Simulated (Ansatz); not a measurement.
# A computed series for Pt: response to strain

Start from Pt in the fcc (Cu type) structure (space group Fm-3m, No. 225; a = 3.9415 Å; relaxed with 0.1 eV smearing). Axes: x, y, z lie along the cube axes.

Strains are applied to the cell and any free atomic positions relax; under biaxial strain the out-of-plane vector relaxes too.

The values are results of r2SCAN (Ansatz, an electronic-structure program, PAW, scalar-relativistic without spin-orbit coupling), earlier PAW set, not measurements.

Notes on the quantities. energy relative to the base: free energy F; in-plane stress: mean in-plane stress (compression positive).

| change | energy relative to the base | in-plane stress | out-of-plane strain |
|---|---|---|---|
| base | 0 meV/atom | – | – |
| biaxial strain −4.03 %, plane normal [001], relaxed out of plane | +47 meV/atom | [?] | +5.82 % |
| biaxial strain −2.33 %, plane normal [001], relaxed out of plane | [?] | +6.7 GPa | +3.32 % |
| biaxial strain −0.94 %, plane normal [110], relaxed out of plane | +2.3 meV/atom | +2.4 GPa | +1.35 % |
| biaxial strain +1.15 %, plane normal [111], relaxed out of plane | [?] | -3.4 GPa | -1.35 % |
| uniaxial strain ε_yy = +0.45 % | [?] | – | – |

Q: Some entries are withheld; estimate them.

A: 
- biaxial strain −4.03 %, plane normal [001], relaxed out of plane, in-plane stress: +13.3 GPa
- biaxial strain −2.33 %, plane normal [001], relaxed out of plane, energy relative to the base: +14 meV/atom
- biaxial strain +1.15 %, plane normal [111], relaxed out of plane, energy relative to the base: +3.8 meV/atom
- uniaxial strain ε_yy = +0.45 %, energy relative to the base: +0.3 meV/atom

Whether these cells are dynamically stable was not tested. The final runs are not spin-polarised.
